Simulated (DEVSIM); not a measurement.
Device: Co/Al2O3/SiO2/n-Si capacitor, at 300 K.

Layer 1 from the left is Al2O3, thickness (nm) 14.0. Layer 2 from the left is SiO2, thickness (nm) 0.660. Layer 3 from the left is Si, thickness (nm) 6000, Nd (cm⁻³) 4.6e14.

Metal gate on the left, work function 5 eV. Fixed charge at the semiconductor interface 0 cm⁻² (in units of +e); interface traps 4.5e12 cm⁻² eV⁻¹, uniform in energy, neutral level at 0.5 of the gap above the valence band.

The device is made up for the run: typed textbook-type constants, with dimensions and the other settings drawn at random. Values at 300 K.

Al2O3: gap (eV) 6.8, affinity (eV) 1.35, permittivity 9. SiO2: gap (eV) 9, affinity (eV) 0.9, permittivity 3.9. Si: gap (eV) 1.124, affinity (eV) 4.05, permittivity 11.7, Nc (cm⁻³) 2.86e19, Nv (cm⁻³) 3.1e19.

Simulated with DEVSIM: 1D Poisson equation in equilibrium, Boltzmann statistics, complete ionisation; no quantum confinement or tunnelling. Metal contacts follow the ideal Schottky-Mott rule: no Fermi-level pinning, no interface dipoles.

Task: What does the simulation give for the minimum of the low-frequency capacitance, the flat-band voltage?

Result: minimum of the low-frequency capacitance 0.302 μF/cm²; flat-band voltage 1.05 V.
